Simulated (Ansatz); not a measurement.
Ansatz (a first-principles code) run on LuPt3 (P4mm, 4 atoms in the cell): self-consistent single point

Method: PBEsol, default PAW files made with PBE (plane waves; Ansatz).

Input as run:

Ansatz 0.2 input:
```yaml
# LuPt3
crystal:
  lattice:
    - [4.02556100, 0.00000000, 0.00000000]
    - [0.00000000, 4.02556100, 0.00000000]
    - [0.00000000, 0.00000000, 4.02556100]
  atoms:
    - { symbol: Lu, position_ang: [0.00000000, 0.00000000, 0.05000149] }
    - { symbol: Pt, position_ang: [0.00000000, 2.01278050, 2.01278050] }
    - { symbol: Pt, position_ang: [2.01278050, 0.00000000, 2.01278050] }
    - { symbol: Pt, position_ang: [2.01278050, 2.01278050, 0.00000000] }
basis:
  ecutwfc: 420.0
kpoints:
  mp_grid: { grid: [7, 7, 7] }
hamiltonian:
  xc: pbesol
  pseudopotentials: { kind: paw }
scf:
  occupations: { method: fermi_dirac, width: 0.1 }
output:
  forces: true
  eigenvalues: true
  stress: true
```

Output (repeated stretches shortened):

```
WARN ansatz: RAYON_NUM_THREADS=1 ignored (pool sized by the plan → 1); use --threads N
Pseudopotentials: kind: paw
Pseudopotential: Lu, paw, valence charge 25
Pseudopotential: Pt, paw, valence charge 18
Crystal: 4 atoms, lattice volume = 65.235 Å³
Basis set: ecut = 420 eV, 1309 PW (Γ), exchange–correlation on 54×54×54 points (8 copies of the dense FFT grid, shifted against one another)
Bands: 48, of which v1, the nominal top of the filled ones, is band 40 counted from 1 (39 counted from 0)
Symmetry: 8 space group operations
Space group: P4mm (ITA 99), of the structure as read, at distance tolerance 4.0e-5 Å
k-points: 40 of 343 (time reversal used)
PAW frozen core: Lu, regenerated for the run's functional, and the local potential with it
PAW frozen core: Pt, regenerated for the run's functional, and the local potential with it
Initial density: superposition of atomic densities (neutral atoms: chi_scale 0, normalization atom), corrected by the library's trained network
Initial wavefunctions: pseudopotential atomic-orbital guess
Eigensolver: davidson
Functional: x = pbesol(κ = 0.804, μ = 0.12345679012345678), c = pbesol(β = 0.046)
SCF iter   1: F=—  HF=-51767.153151 eV  |F-HF|=—  |Δ(HF+E_count)|=         —  Δρ=9.71e-3  dr2=8.78e-2  ethr=1.77e-3  ⟨swp⟩=6.7  Hψ=8546  notcnv=0
all-band conjugate gradients solve this SCF's bands
preconditioner: auto → Kerker (q_TF=auto, 2.817 Å⁻¹)
SCF iter   2: F=—  HF=-51767.138534 eV  |F-HF|=—  |Δ(HF+E_count)|=   1.46e-2  Δρ=4.96e-3  dr2=2.69e-2  ethr=1.11e-4  ⟨swp⟩=2.2  Hψ=3703  notcnv=0  defer=8
SCF iter   3: F=—  HF=-51767.134648 eV  |F-HF|=—  |Δ(HF+E_count)|=   3.89e-3  Δρ=1.41e-3  dr2=1.03e-3  ethr=3.40e-5  ⟨swp⟩=2.0  Hψ=2923  notcnv=0  defer=8
SCF iter   4: F=—  HF=-51767.133850 eV  |F-HF|=—  |Δ(HF+E_count)|=   7.98e-4  Δρ=9.44e-4  dr2=9.44e-4  ethr=1.31e-6  ⟨swp⟩=3.0  Hψ=3764  notcnv=0  defer=8
SCF iter   5: F=—  HF=-51767.133540 eV  |F-HF|=—  |Δ(HF+E_count)|=   3.10e-4  Δρ=3.61e-4  dr2=2.47e-4  ethr=1.20e-6  ⟨swp⟩=2.8  Hψ=3858  notcnv=0  defer=10
SCF iter   6: F=—  HF=-51767.133494 eV  |F-HF|=—  |Δ(HF+E_count)|=   4.56e-5  Δρ=1.15e-4  dr2=1.51e-5  ethr=3.13e-7  ⟨swp⟩=2.3  Hψ=3061  notcnv=0  defer=10
SCF iter   7: F=—  HF=-51767.133506 eV  |F-HF|=—  |Δ(HF+E_count)|=   1.22e-5  Δρ=4.99e-5  dr2=1.50e-6  ethr=1.91e-8  ⟨swp⟩=2.6  Hψ=3505  notcnv=0  defer=10
SCF iter   8: F=-51767.133506 eV  HF=-51767.133506 eV  |F-HF|=1.28e-8  |Δ(HF+E_count)|=   4.01e-7  Δρ=6.76e-6  dr2=2.85e-8  ethr=1.27e-10  ⟨swp⟩=10.8  Hψ=13475  notcnv=0
SCF 1 converged in 8 iterations: F = -51767.133506 eV  dr2 = 2.85e-8
SCF converged after 8 iterations
Free energy (F): -51767.133506 eV
Harris-Foulkes:  -51767.133506 eV  (|F-HF|=1.28e-8)
Internal energy: -51767.035036 eV  (E = F + TS)
E sigma→0 (E₀):  -51767.084271 eV
Entropy (-TS):   -0.098470 eV (-24.618 meV/atom)
Fermi energy:    21.880926 eV
--- Per-component energies (eV) ---
  E_band       = -221.247310
  E_kinetic    = 2341.307995
  E_local      = -10248.811709  (includes V_loc(G=0)·N_el)
  E_nonlocal   = 1189.663907
  E_hartree    = 4097.470953
  E_xc         = -1002.088177
  E_vxc        = -1170.793715  (∫ρ·V_xc dr)
  E_paw        = -35205.708848  (= ΣΔE_a)
  E_vpaw       = -527.549322  (= ΣTr[D̂ρ^β])
  E_aug_tail   = 0.000695  (compensation charges beyond the density's cutoff)
  E_ewald      = -12940.922963
  E_core_change = 2.053111  (= ΣΔE_core)
  E_smearing   = -0.098470  (= −TS)
  E_closure    = -0.000000  (closes the sum)
  Σ components = -51767.133506   (vs F -51767.133506, Δ=0.00e0)
--- Forces (eV/Å), atoms counted from 1 ---
  atom   1  Lu    -0.00000000     0.00000000    -0.52537112
  atom   2  Pt     0.00000000     0.00000000     0.26172184
  atom   3  Pt    -0.00000000     0.00000000     0.26172184
  atom   4  Pt    -0.00000000     0.00000000     0.00189463
  max |Σ_I F_I| component: 3.28e-5 eV/Å
--- Stress (GPa, compression-positive) ---
       -0.027929       0.000000       0.000000
        0.000000      -0.027929       0.000000
        0.000000       0.000000      -0.014080
  P = ⅓ Tr σ = -0.0233 GPa (-0.233 kbar)
  The stress holds the Pulay correction. Without it, at fixed plane waves, as pw.x and ABINIT print it: P = -0.0978 GPa
--- Band table (eV; the first three rows and the last of 40) ---
  k-point 0: bands = ["-76.2785", "-76.2565", "-76.2551", "-32.8525", "-30.5774", "-30.5774", "-30.5768", "-30.4289", "-30.4282", "-30.4282", "-30.3366", "-30.3366", "-30.3360", "-3.6542", "-3.6536", "-3.6536", "12.9329", "15.9101", "15.9618", [...]
  k-point 1: bands = ["-76.2775", "-76.2565", "-76.2561", "-32.8537", "-30.5707", "-30.5707", "-30.5644", "-30.4299", "-30.4299", "-30.4293", "-30.3475", "-30.3416", "-30.3416", "-3.6763", "-3.6568", "-3.6568", "13.2128", "16.0422", "16.1098", [...]
  k-point 2: bands = ["-76.2750", "-76.2586", "-76.2565", "-32.8565", "-30.5537", "-30.5537", "-30.5300", "-30.4355", "-30.4355", "-30.4303", "-30.3800", "-30.3531", "-30.3531", "-3.7253", "-3.6638", "-3.6638", "14.0019", "16.2631", "16.5396", [...]
  k-point 39: bands = ["-76.2645", "-76.2636", "-76.2618", "-32.8504", "-30.6429", "-30.5472", "-30.5456", "-30.5450", "-30.3591", "-30.3579", "-30.3492", "-30.3472", "-30.3464", "-3.7106", "-3.7042", "-3.7039", "15.6108", "15.7587", "15.7598", [...]
```

The run converged in 8 iterations.

The starting cell comes from a database of computed structures (which also holds hypothetical and non-ambient phases and stackings), without a prior relaxation at this level. Its lattice was rescaled by up to half a per cent. One atom was moved a little off its site on purpose. Spin-orbit coupling is off. Spin polarisation is off. Ansatz's pressure includes its estimate of the finite-basis (Pulay) stress.
